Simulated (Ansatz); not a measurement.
# Response to strain in SiC

The parent structure is SiC in the zinc blende structure (space group F-43m, No. 216; a = 4.357 Å).

Strains are applied to the cell and any free atomic positions relax.

All numbers come from PBEsol, PAW, 420 eV (Ansatz, a quantum-chemistry and plane-wave program; without spin-orbit coupling).

Candidates:
(a) isotropic strain −1.00 %
(b) isotropic strain −3.00 %
(c) isotropic strain +2.50 %
(d) isotropic strain −2.00 %
(e) isotropic strain +3.00 %

Notes on the quantities. energy relative to the base: free energy F.

Order them by energy relative to the base, lowest first.

(a) isotropic strain −1.00 % (+6.6 meV/atom), (d) isotropic strain −2.00 % (+27 meV/atom), (c) isotropic strain +2.50 % (+37 meV/atom), (e) isotropic strain +3.00 % (+53 meV/atom), (b) isotropic strain −3.00 % (+63 meV/atom)

No phonon test of stability was made.
